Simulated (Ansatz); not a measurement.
Consider InPd in the CsCl type structure (space group Pm-3m, No. 221; a = 3.2480 Å; relaxed with 0.1 eV smearing). Axes: x, y, z lie along the cube axes.

The values are results of PBEsol/PAW in Ansatz (a first-principles code), scalar-relativistic without spin-orbit coupling, not measurements.

Modification: a pure shear with ε_xy = ε_yx = 0.0171, atoms relaxed at fixed cell.

Q: Predict the stress tensor and what it implies for the stiffness.

A: Stress of the strained cell less that of the base (GPa, compression positive):
```
    0.2    -1.9     0.0
   -1.9     0.2     0.0
    0.0     0.0     0.3
```

Then −Δσ/γ with γ = 2ε = 0.0342 gives secant stiffness values (nonlinear terms included at this strain): C66 ≈ 57 GPa.

No phonon test of stability was made. All final runs are without spin polarisation.
